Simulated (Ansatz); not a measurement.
Where the default PAW files enter, the runs use the earlier of Ansatz's two default sets.

By PBEsol, the system below comes out a metal.

Without scattering a metal conducts by its projected Fermi surface.

```
NbN
1.0
    3.08540     0.00000     0.00000
   -1.54270     2.67204     0.00000
    1.54270     0.89068     2.51922
Nb N
1 1
Cartesian
  0.00000   1.78136   1.25961
  0.00000   0.00000   0.00000
```

Space group of this cell: Fm-3m, rock salt. The cell is strained (all lengths scaled by 0.98); by PBEsol its mean pressure is 3.9 GPa.

The current flows along the normal of the first two printed cell vectors, the (111) plane of the conventional cell. No spin-orbit coupling; the value is a mean over 0.1 eV about the Fermi level.

Compute, with PBEsol (Ansatz, a quantum-chemistry and plane-wave program), the ballistic conductance per area.

1.7 × 10¹⁵ S/m² for both spins.
